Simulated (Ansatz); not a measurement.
Start from HfSi (space group Pnma, No. 62; a = 6.8248 Å, b = 3.7573 Å, c = 5.2027 Å). Axes: x, y, z lie along a, b, c of the conventional cell.

All numbers come from plane-wave PAW DFT at the PBEsol level (Ansatz, a program for electronic structure, 420 eV), no SOC, earlier PAW set.

Base values:

- Volume per atom: 16.68 Å³

The change: biaxial strain −2.01 %, plane normal [001], relaxed out of plane (Cartesian); in-plane vectors clamped, the third vector and the atoms free.

**Question.** How does this affect the volume per atom?

**Answer.** The volume per atom shrinks by 0.495 Å³ (16.68 Å³ → 16.18 Å³).

Whether these cells are dynamically stable was not tested. The final runs are not spin-polarised.
